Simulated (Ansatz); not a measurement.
**A self-consistent single point of LuBr3 (P6_3/mmc, 8 atoms in the cell) with Ansatz (a program for electronic structure)**

Method of the run: LDA (PW92), default PAW files made with PBE (plane waves; Ansatz).

Input:

Ansatz 0.2 input:
```yaml
crystal:
  lattice:
    - [10.17123200, 0.00000000, 0.00000000]
    - [-5.08561600, 8.80854600, 0.00000000]
    - [0.00000000, 0.00000000, 3.64345800]
  atoms:
    - { symbol: Lu, position: [0.33333300, 0.66666700, 0.75000000] }
    - { symbol: Lu, position: [0.66666700, 0.33333300, 0.25000000] }
    - { symbol: Br, position: [0.21557500, 0.43115000, 0.25000000] }
    - { symbol: Br, position: [0.78442500, 0.56885000, 0.75000000] }
    - { symbol: Br, position: [0.78442500, 0.21557500, 0.75000000] }
    - { symbol: Br, position: [0.21557500, 0.78442500, 0.25000000] }
    - { symbol: Br, position: [0.56885000, 0.78442500, 0.25000000] }
    - { symbol: Br, position: [0.43115000, 0.21557500, 0.75000000] }
basis:
  ecutwfc: 420.0
kpoints:
  mp_grid: { grid: [2, 2, 5] }
hamiltonian:
  xc: lda
  pseudopotentials: { kind: paw }
scf:
  occupations: { method: fixed }
output:
  forces: true
  eigenvalues: true
  stress: true
```

The program printed (abridged):

```
WARN the atoms were moved onto the symmetric positions of the space group found under crystal.symmetry.tolerance 1.0e-5 (fractional …
WARN ansatz: RAYON_NUM_THREADS=1 ignored (pool sized by the plan → 1); use --threads N
Pseudopotentials: kind: paw
Pseudopotential: Lu, paw, valence charge 25
Pseudopotential: Br, paw, valence charge 7
Crystal: 8 atoms, lattice volume = 326.431 Å³
Basis set: ecut = 420 eV, 6301 PW (Γ)
Bands: 56, of which v1, the nominal top of the filled ones, is band 46 counted from 1 (45 counted from 0)
Symmetry: 24 space group operations
Space group: P63/mmc (ITA 194), of the structure as read, at distance tolerance 6.9e-5 Å
k-points: 6 of 20
PAW frozen core: Lu, regenerated for the run's functional, and the local potential with it
PAW frozen core: Br, regenerated for the run's functional, and the local potential with it
Initial density: superposition of atomic densities (neutral atoms: chi_scale 0, normalization atom), corrected by the library's trained network
Initial wavefunctions: pseudopotential atomic-orbital guess
Eigensolver: davidson
Functional: x = slater, c = lda
SCF iter   1: F=—  HF=-45162.562757 eV  |F-HF|=—  |Δ(HF+E_count)|=         —  Δρ=3.82e-3  dr2=4.42e-2  ethr=1.77e-3  ⟨swp⟩=5.2  Hψ=1202  notcnv=0  defer=45
all-band conjugate gradients solve this SCF's bands
preconditioner: auto → Resta (q_TF=auto, 2.209 Å⁻¹)
SCF iter   2: F=—  HF=-45162.558261 eV  |F-HF|=—  |Δ(HF+E_count)|=   4.50e-3  Δρ=2.29e-3  dr2=1.47e-2  ethr=4.80e-5  ⟨swp⟩=3.2  Hψ=684  notcnv=0  defer=44
SCF iter   3: F=—  HF=-45162.556246 eV  |F-HF|=—  |Δ(HF+E_count)|=   2.02e-3  Δρ=1.30e-3  dr2=5.67e-3  ethr=1.60e-5  ⟨swp⟩=2.3  Hψ=604  notcnv=0  defer=48
SCF iter   4: F=—  HF=-45162.554448 eV  |F-HF|=—  |Δ(HF+E_count)|=   1.80e-3  Δρ=2.97e-4  dr2=3.99e-4  ethr=6.16e-6  ⟨swp⟩=2.8  Hψ=557  notcnv=0  defer=48
SCF iter   5: F=—  HF=-45162.554519 eV  |F-HF|=—  |Δ(HF+E_count)|=   7.10e-5  Δρ=1.30e-4  dr2=6.28e-5  ethr=4.33e-7  ⟨swp⟩=2.3  Hψ=642  notcnv=0  defer=46
SCF iter   6: F=—  HF=-45162.554177 eV  |F-HF|=—  |Δ(HF+E_count)|=   3.42e-4  Δρ=3.63e-5  dr2=6.84e-6  ethr=6.83e-8  ⟨swp⟩=2.0  Hψ=576  notcnv=0  defer=31
SCF iter   7: F=—  HF=-45162.554178 eV  |F-HF|=—  |Δ(HF+E_count)|=   1.17e-6  Δρ=1.74e-5  dr2=8.67e-7  ethr=7.43e-9  ⟨swp⟩=2.5  Hψ=579  notcnv=0  defer=31
SCF iter   8: F=-45162.554177 eV  HF=-45162.554177 eV  |F-HF|=2.43e-8  |Δ(HF+E_count)|=   1.05e-6  Δρ=3.42e-6  dr2=4.91e-8  ethr=1.09e-10  ⟨swp⟩=15.2  Hψ=2799  notcnv=0
SCF 1 converged in 8 iterations: F = -45162.554177 eV  dr2 = 4.91e-8
SCF converged after 8 iterations
Free energy (F): -45162.554177 eV
Harris-Foulkes:  -45162.554177 eV  (|F-HF|=2.43e-8)
Internal energy: -45162.554177 eV  (E = F + TS)
E sigma→0 (E₀):  -45162.554177 eV
Fermi energy:    1.152257 eV
--- Per-component energies (eV) ---
  E_band       = -738.877123
  E_kinetic    = 1637.414530
  E_local      = -24391.163829  (includes V_loc(G=0)·N_el)
  E_nonlocal   = 1607.701884
  E_hartree    = 10465.644032
  E_xc         = -1998.860167
  E_vxc        = -1143.206138  (∫ρ·V_xc dr)
  E_paw        = -27236.425425  (= ΣΔE_a)
  E_vpaw       = 619.070332  (= ΣTr[D̂ρ^β])
  E_aug_tail   = 0.000054  (compensation charges beyond the density's cutoff)
  E_ewald      = -5252.741593
  E_core_change = 5.876338  (= ΣΔE_core)
  E_smearing   = -0.000000  (= −TS)
  E_closure    = 0.000000  (closes the sum)
  Σ components = -45162.554177   (vs F -45162.554177, Δ=0.00e0)
--- Forces (eV/Å), atoms counted from 1 ---
  atom   1  Lu    -0.00000000     0.00000000     0.00000000
  atom   2  Lu    -0.00000000    -0.00000000     0.00000000
  atom   3  Br     0.00000000     0.32954278     0.00000000
  atom   4  Br     0.00000000    -0.32954278     0.00000000
  atom   5  Br    -0.28539242     0.16477139     0.00000000
  atom   6  Br     0.28539242    -0.16477139     0.00000000
  atom   7  Br    -0.28539242    -0.16477139     0.00000000
  atom   8  Br     0.28539242     0.16477139     0.00000000
  max |Σ_I F_I| component: 1.67e-16 eV/Å
--- Stress (GPa, compression-positive) ---
       -1.508477       0.000000       0.000000
        0.000000      -1.508477       0.000000
        0.000000       0.000000      -2.575675
  P = ⅓ Tr σ = -1.8642 GPa (-18.642 kbar)
  The stress holds the Pulay correction. Without it, at fixed plane waves, as pw.x and ABINIT print it: P = -1.8880 GPa
--- Band table (eV; the first three rows and the last of 6) ---
  k-point 0: bands = ["-53.7935", "-53.7935", "-24.5232", "-24.5232", "-24.5230", "-24.5230", "-24.3768", "-24.3768", "-12.5822", "-12.4685", "-12.0853", "-12.0853", "-12.0311", "-12.0311", "-2.6024", "-2.6024", "-2.5946", "-2.5946", "-2.5851", [...]
  k-point 1: bands = ["-53.7917", "-53.7917", "-24.5114", "-24.5114", "-24.5113", "-24.5113", "-24.4485", "-24.4485", "-12.3947", "-12.2966", "-12.0386", "-12.0386", "-11.9945", "-11.9945", "-2.5988", "-2.5975", "-2.5856", "-2.5856", "-2.5812", [...]
  k-point 2: bands = ["-53.7888", "-53.7888", "-24.5617", "-24.5617", "-24.4922", "-24.4922", "-24.4921", "-24.4921", "-12.0593", "-12.0174", "-11.9562", "-11.9562", "-11.9392", "-11.9392", "-2.6506", "-2.6403", "-2.5754", "-2.5754", "-2.5735", [...]
  k-point 5: bands = ["-53.7888", "-53.7888", "-24.5617", "-24.5617", "-24.4922", "-24.4922", "-24.4921", "-24.4921", "-12.0461", "-12.0327", "-11.9619", "-11.9576", "-11.9379", "-11.9315", "-2.6477", "-2.6442", "-2.5763", "-2.5755", "-2.5733", [...]
```

The run converged in 8 iterations.

The starting cell comes from a database of computed structures (which also holds hypothetical and non-ambient phases and stackings), without a prior relaxation at this level. Its lattice was rescaled by up to half a per cent. Spin-orbit coupling is off. Ansatz's pressure includes its estimate of the finite-basis (Pulay) stress.
